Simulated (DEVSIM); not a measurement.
Structure: illuminated GaSb p-on-n cell, one wavelength, at 250 K.

Layer 1 from the left is GaSb, thickness (μm) 0.0520, Na (cm⁻³) 6.4e17, τn (s) 4.2e-10, τp (s) 2.9e-8, absorption coefficient (cm⁻¹) 34000. Layer 2 from the left is GaSb, thickness (μm) 5.90, Nd (cm⁻³) 3.6e16, τn (s) 4.2e-8, τp (s) 4.2e-8, absorption coefficient (cm⁻¹) 34000.

Left contact: ohmic, minority electron recombination velocity 30 cm/s. Right contact: ohmic, minority hole recombination velocity 6e6 cm/s. Voltage is applied to the left contact. Recombination: SRH at mid-gap, radiative, Auger. Light enters at the left, 9.8e16 photons cm⁻² s⁻¹, one pass, no reflection. Mobility is constant in doping.

Constants are typed, rounded textbook-type inputs, not results; the design itself was drawn at random and stands for no fabricated device. Values at 300 K; Nc and Nv go as T^1.5, mobilities as T to minus their exponent, the gap by Varshni's rule with the affinity fixed.

GaSb: gap (eV) 0.726, affinity (eV) 4.06, permittivity 15.7, Nc (cm⁻³) 2.1e17, Nv (cm⁻³) 1.8e19, μn (cm²/Vs) 5000, μp (cm²/Vs) 850, T exponent of μn 2, T exponent of μp 1.7, B (cm³/s) 1e-10, Cn (cm⁶/s) 5e-30, Cp (cm⁶/s) 5e-30, Varshni α (eV/K) 0.00042, Varshni β (K) 140.

Model (solved in DEVSIM): 1D drift-diffusion, Boltzmann statistics, complete ionisation; no tunnelling, impact ionisation, image-force lowering or self-heating.

Dark forward current:

```
|V| (V)  |J| (A/cm²)
-------  -----------
0.05        3.262e-7
0.10        1.386e-6
0.15        5.272e-6
0.20        2.167e-5
0.25       0.0001093
0.30       0.0007268
0.35        0.006042
0.40         0.05659
0.45          0.5566
0.50           5.522
0.55           51.04
0.60           354.6
0.65            1713
0.70            6697
```

Question: Work out the local ideality factor n = ΔV / (kT/q · ln(J2/J1)) between the rows 0.10 and 0.15 V, 0.45 and 0.50 V, 0.65 and 0.70 V.

Answer: kT/q = 21.54 mV. From 0.10 to 0.15 V: ln(5.272e-6/1.386e-6) = 1.336, n = 1.74. From 0.45 to 0.50 V: ln(5.522/0.5566) = 2.295, n = 1.01, near the 1 of diffusion or emission over a barrier. From 0.65 to 0.70 V: ln(6697/1713) = 1.363, n = 1.70.

Question: What current could the absorbed light give at most, and what share is collected?

Answer: Σ αd = 20.2, so qΦ(1 − exp(−Σ αd)) = 15.7 mA/cm². The simulated short-circuit current is 15.26 mA/cm², a share of 0.97.

Question: Estimate the open-circuit voltage by superposition: the voltage at which the dark current equals that short-circuit current.

Answer: Interpolating ln J in the table gives 0.371 V. The simulation gives 0.371 V, the same within the digits that matter. Superposition holds where collection doesn't change with voltage.

Question: Estimate the fill factor from FF0 = (v − ln(v + 0.72))/(v + 1), v = qVoc/(nkT), with n from the dark curve.

Answer: The rows about Voc, 0.35 and 0.40 V, give n = 1.04, so v = 16.6 and FF0 = 0.781. The simulation gives 0.770; the estimate lies 1.4 % above.
